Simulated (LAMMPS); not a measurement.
System: a symmetric tilt boundary about [001] in HgTe (zinc blende), boundary plane (410).

All values are model results, not measurements: classical MD, pair style sw, file CdTeZnSeHgS0.sw, run in LAMMPS.

Σ17, energy 0.35 J/m² at 0 K; heated in steps, 60 ps sampled at each, free outer surfaces; steps at which the grains lost their order are left out.

| T (K) | disordered width (Å) | disordered share in the grains |
|---|---|---|
| 475 | 4.7 | 0.00 |
| 665 | 5.5 | 0.01 |
| 760 | 5.9 | 0.02 |
| 855 | (withheld) | 0.05 |
| 922 | (withheld) | 0.21 |

**Question.** What belongs in the gaps?

**Answer.** 
- 922, disordered width (Å): 8.6
- 855, disordered width (Å): 6.6
